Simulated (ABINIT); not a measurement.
ABINIT run on NbC (Fm-3m, 2 atoms in the cell): self-consistent single point.

Method: PBEsol, PAW (JTH v2.0 PBE PAW, files made for PBE) (plane waves; ABINIT 10.0.3).

The change in words: lattice scaled by 0.98. Reference geometry:
```yaml
crystal:
  lattice:
    - [0.00000, 2.25405, 2.25405]
    - [2.25405, 0.00000, 2.25405]
    - [2.25405, 2.25405, 0.00000]
  atoms:
    - { symbol: Nb, position: [0.00000, 0.00000, 0.00000] }
    - { symbol: C, position: [0.50000, 0.50000, 0.50000] }
```

Reference input (self-consistent single point, DFT, PBEsol, plane waves, PAW (JTH v2.0 PBE PAW, files made for PBE)): pseudos = [Nb.GGA_PBE-JTH.xml, C.GGA_PBE-JTH.xml]; ecut = 21 Ha; pawecutdg = 42 Ha; pawxcdev = 0; ixc = -116133; occopt = 7; tsmear = 0.1 eV; ngkpt = 17 17 17; nshiftk = 1; shiftk = 0 0 0; potentials = JTH v2.0 PBE PAW; nband = 14. This run's input differs from it in these lines:

```diff
@@ -5,5 +5,5 @@
 rprim
-        -0.0000000000    4.2595277226    4.2595277226
-         4.2595277226   -0.0000000000    4.2595277226
-         4.2595277226    4.2595277226   -0.0000000000
+         0.0000000000    4.1743369792    4.1743369792
+         4.1743369792    0.0000000000    4.1743369792
+         4.1743369792    4.1743369792    0.0000000000
 natom 2
```

Log, with long lists cut:

```
--- !BeginCycle
solver: {iscf: 17, nstep: 80, nline: 4, wfoptalg: 10, }
tolerances: {toldfe: 1.00E-09, }
...

     iter   Etot(hartree)      deltaE(h)  residm     nres2
 ETOT  1  -63.306541194273    -6.331E+01 7.588E-01 4.446E+01
 ETOT  2  -63.330041262490    -2.350E-02 3.464E-02 1.755E+01
 ETOT  3  -63.300628413554     2.941E-02 1.113E-02 5.238E-01
 ETOT  4  -63.301180165891    -5.518E-04 5.108E-03 8.617E-02
 ETOT  5  -63.300940977757     2.392E-04 3.954E-03 8.980E-04
   [... 2 lines left out ...]
 ETOT  8  -63.300945601460     1.427E-08 3.788E-04 1.311E-06
 ETOT  9  -63.300945599691     1.769E-09 3.638E-04 4.746E-08
 ETOT 10  -63.300945599637     5.411E-11 2.473E-04 3.867E-09
 ETOT 11  -63.300945599634     2.657E-12 1.825E-04 1.127E-09
 At SCF step   11, etot is converged :
  for the second time, diff in etot=  2.657E-12 < toldfe=  1.000E-09

 Cartesian components of stress tensor (hartree/bohr^3)
  sigma(1 1)= -2.23523716E-04  sigma(3 2)=  0.00000000E+00
  sigma(2 2)= -2.23523716E-04  sigma(3 1)=  0.00000000E+00
  sigma(3 3)= -2.23523716E-04  sigma(2 1)=  0.00000000E+00

 ----iterations are completed or convergence reached----

 reduced coordinates (array xred) for    2 atoms
       0.000000000000      0.000000000000      0.000000000000
       0.500000000000      0.500000000000      0.500000000000
 cartesian forces (eV/Angstrom) at end:
    1     -0.00000000000000    -0.00000000000000    -0.00000000000000
    2     -0.00000000000000    -0.00000000000000    -0.00000000000000
 frms,max,avg= 0.0000000E+00 0.0000000E+00   0.000E+00  0.000E+00  0.000E+00 e/A
   [... lines left out ...]
 Fermi (or HOMO) energy (hartree) =   0.56815   Average Vxc (hartree)=  -0.49188
 Fermi (or HOMO) energy (eV) =  15.46010   Average Vxc (eV)= -13.38462
   [... lines left out ...]
'-kT*entropy'       : -1.10328217570826E-04
total_energy        : -6.33009455038147E+01
total_energy_eV     : -1.72250632680524E+03
...

-Cartesian components of stress tensor (GPa)         [Pressure=  6.5763E+00 GPa]
- sigma(1 1)= -6.57629368E+00  sigma(3 2)=  0.00000000E+00
- sigma(2 2)= -6.57629368E+00  sigma(3 1)=  0.00000000E+00
- sigma(3 3)= -6.57629368E+00  sigma(2 1)=  0.00000000E+00

 Calculation completed.
```

The run converged in 11 iterations. Against the reference run the free energy goes down by 11.3 meV/atom and the pressure goes from -12.07 to 6.58 GPa.

The starting cell comes from a database of computed structures (which also holds hypothetical and non-ambient phases and stackings), without a prior relaxation at this level. For this run, on top of that: lattice scaled by 0.98. Spin polarisation is off. The potentials were made for another functional than the one used. With a pressure of about 7 GPa the cell is away from its equilibrium volume at this level.

Cost on one core of a shared machine: roughly 50 s.
